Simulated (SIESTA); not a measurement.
A self-consistent single point of TiSi₂ (Fddd, 6 atoms in the cell) with SIESTA.

Method: SIESTA 5.4.2 with GGA PBE, numerical atomic orbitals DZP, PseudoDojo PBE standard norm-conserving potentials (rewritten from UPF to PSML).

```
TiSi2
1.0
    0.00000     4.14593     4.29231
    2.40600     0.00000     4.29231
    2.40600     4.14593     0.00000
Ti Si
2 4
Direct
  0.50000   0.50000   0.50000
  0.75000   0.75000   0.75000
  0.83743   0.16257   0.83743
  0.16257   0.83743   0.16257
  0.41257   0.08743   0.41257
  0.08743   0.41257   0.08743
```

Reference input (self-consistent single point, DFT, GGA PBE, numerical atomic orbitals DZP, PseudoDojo PBE standard norm-conserving potentials (rewritten from UPF to PSML)): XC.functional = GGA; XC.authors = PBE; potentials = PseudoDojo PBE standard; PAO.BasisSize = DZP; PAO.EnergyShift = 0.005 Ry; MeshCutoff = 300 Ry; kgrid.MonkhorstPack = 7 7 7; OccupationFunction = MP; OccupationMPOrder = 0; ElectronicTemperature = 0.272 eV; MaxSCFIterations = 150; SCF.Mixer.Method = Broyden. This run's input differs from it in these lines:

```diff
@@ -32,5 +32,5 @@
 %block kgrid.MonkhorstPack
-    7   0   0  0.0
-    0   7   0  0.0
-    0   0   7  0.0
+    4   0   0  0.0
+    0   4   0  0.0
+    0   0   4  0.0
 %endblock kgrid.MonkhorstPack
```

The program printed (abridged):

```
        iscf     Eharris(eV)        E_KS(eV)     FreeEng(eV)     dDmax    Ef(eV) dHmax(eV)
   scf:    1    -3653.141927    -3691.195903    -3691.259251  1.460276 -5.714506  5.796664
   scf:    2    -3692.763264    -3692.838265    -3692.899705  0.170322 -6.180506  0.492838
   scf:    3    -3693.004212    -3692.949478    -3693.013566  0.042533 -6.144125  0.541317
   scf:    4    -3693.020069    -3692.992869    -3693.060201  0.049969 -6.222954  0.048593
   scf:    5    -3692.991821    -3692.993667    -3693.060905  0.013880 -6.214394  0.141120
   scf:    6    -3692.994957    -3692.994883    -3693.062081  0.004366 -6.227137  0.013626
   scf:    7    -3692.994904    -3692.994900    -3693.062098  0.000301 -6.226181  0.003380
   scf:    8    -3692.994918    -3692.994909    -3693.062100  0.000241 -6.226533  0.001160
   scf:    9    -3692.994918    -3692.994914    -3693.062101  0.000116 -6.226662  0.000626
   scf:   10    -3692.994918    -3692.994916    -3693.062101  0.000057 -6.226728  0.000341
SCF Convergence by DM+H criterion
max |DM_out - DM_in|         :     0.0000574175
max |H_out - H_in|      (eV) :     0.0003411341
SCF cycle converged after 10 iterations

Using DM_out to compute the final energy and forces

siesta: E_KS(eV) =            -3692.9949

siesta: E_KS - E_eggbox =     -3692.9949

siesta: Atomic forces (eV/Ang):
     1   -0.000054    0.000245    0.000167
     2    0.000054   -0.000245   -0.000167
     3   -0.000139   -0.106511   -0.000153
     4    0.000077    0.106507   -0.000027
     5    0.000139    0.106517    0.000153
     6   -0.000077   -0.106513    0.000027
   Tot    0.000000   -0.000000    0.000000
   Max    0.106517
   Res    0.050210    sqrt( Sum f_i^2 / 3N )
   Max    0.106517    constrained

   [... lines left out ...]
siesta: FreeEng =     -3693.062101
   [... lines left out ...]
siesta:     0.001411   -0.000011   -0.000013
siesta:    -0.000011    0.004058   -0.000053
siesta:    -0.000013   -0.000053    0.009098

siesta: Cell volume =         85.632434 Ang**3

siesta: Pressure (static):
siesta:                Solid            Molecule  Units
siesta:          -0.00005289         -0.00003974  Ry/Bohr**3
siesta:          -0.00485595         -0.00364880  eV/Ang**3
siesta:          -7.78008716         -5.84602881  kBar
```

The run converged in 10 iterations. Against the reference run the free energy drops by 9.0 meV/atom, the pressure goes from -0.68 to -0.78 GPa and the largest force goes from 0.033 to 0.107 eV/Å.

The starting cell comes from a database of computed structures (which also holds hypothetical and non-ambient phases and stackings), without a prior relaxation at this level. Its lattice was rescaled by a random factor within 2.5 % of one. Spin polarisation is off. Values carry the incompleteness of an atom-centred basis.

Cost on one core of a shared machine: roughly 40 s.
